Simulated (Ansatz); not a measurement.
Levels about the gap of amorphous Si$_{15}$B$_{15}$N$_{35}$ (65 atoms in a cell of 810 Å³, 2.20 g/cm³; zone centre alone, so wide bands show as single levels with stretches between that a denser mesh fills), at the geometry that PBE relaxed, where it gives 0.8 GPa on a denser mesh. Exact exchange is cut at the faces of this small cell, which leaves a finite-size error. The participation number counts the atoms over which a state spreads; weights are charges in smoothed Voronoi cells. The levels come from a single point, so bond lengths are those of that geometry. Method of the levels: HSE06, scalar-relativistic without spin-orbit coupling (Ansatz, a quantum-chemistry and plane-wave program). Sampling: the zone centre alone; Fermi-Dirac width 0.01 eV; collinear spin, started from moments on atoms (the moments died out). At PBE the levels at the filled edge of the gap are localised (band-tail or defect states), and the nearest spread-out levels lie 3.1 eV apart at the zone centre.

A CHGNet melt-quench gave the starting glass, which DFT then relaxed. N atoms were pushed apart under 1.9 Å during the dynamics, to hinder bonds among them. The hot cell started wider than the set density and was brought back towards it in steps. It is the lowest in DFT energy of 2 quenches. It is a model cell: composition and starting density were chosen by hand, and all elements were melted together. No dispersion term was used. Its density started from a set value of 2.20 and ended at 2.20 g/cm³. The simulated quench (nominally 630 K/ps over its main leg) is rapid and tends to freeze in more defects than a deposited or slowly cooled glass has. Values belong to this one cell and scatter from quench to quench. The volume was held where the preparation left it and the shape relaxed, at a PBE pressure of 0.8 GPa. Stress components on the final sampling reach 0.8 GPa. On a 2×2×2 Γ-centred mesh force components of up to 0.12 eV/Å stay, since the relaxation ran on the zone centre alone.

```tsv
E - E(highest filled), eV	filling	spin	participation number	largest on	weight N	weight B	weight Si
-0.56	filled	dn	15.0	N, 3 neighbours	0.87	0.06	0.07
-0.35	filled	up	10.1	N, 3 neighbours	0.88	0.06	0.06
-0.35	filled	dn	10.1	N, 3 neighbours	0.88	0.06	0.06
-0.23	filled	up	4.7	N, 2 neighbours	0.87	0.03	0.10
-0.23	filled	dn	4.7	N, 2 neighbours	0.87	0.03	0.10
0.00	filled	up	3.0	N, 2 neighbours	0.87	0.03	0.10
0.00	filled	dn	3.0	N, 2 neighbours	0.87	0.03	0.10
3.92	empty	dn	27.2	B, 3 neighbours	0.37	0.40	0.23
3.92	empty	up	27.2	B, 3 neighbours	0.37	0.40	0.23
4.26	empty	up	18.2	Si, 4 neighbours	0.38	0.32	0.30
4.26	empty	dn	18.2	Si, 4 neighbours	0.38	0.32	0.30
4.37	empty	up	25.0	Si, 4 neighbours	0.36	0.33	0.31
4.37	empty	dn	25.0	Si, 4 neighbours	0.36	0.33	0.31
4.59	empty	dn	24.1	Si, 4 neighbours	0.43	0.21	0.35
```

Most localised among these is the filled level at +0.00 eV, on a N atom, which has 2 neighbours (Si 1.63 Å, Si 1.66 Å).
